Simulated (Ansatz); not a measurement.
The starting structures come from a database of crystals and need not be the phases stable at ambient conditions.

The decay constant κ of evanescent states in the gap governs leakage through a thin film.

Input:

```yaml
crystal:
  lattice:
    - [4.00429, 0.00000, 0.00000]
    - [0.00000, 4.00429, 0.00000]
    - [2.00214, 2.00214, 2.74652]
  atoms:
    - { symbol: Be, position: [0.00000, 0.00000, 0.00000] }
    - { symbol: Te, position: [0.25000, 0.75000, 0.50000] }
```

The cell is strained (lengths along the current scaled by 0.97, ions clamped); by r2SCAN it stands under a pressure of 1.7 GPa.

Transport runs along the normal of the first two printed cell vectors, the (001) (indices of the unstrained crystal) plane of the conventional cell.

The gap is the functional's own, uncorrected, and κ follows it; spin-orbit coupling is left out. Mid-gap means the computed energy nearest the middle.

**Question.** Predict the band gap and the smallest decay constant κ at mid-gap from r2SCAN run with Ansatz (an electronic-structure program).

**Answer.** Gap 2.06 eV on a 12×12×12 mesh; κ = 0.208 1/Å, at the zone centre.
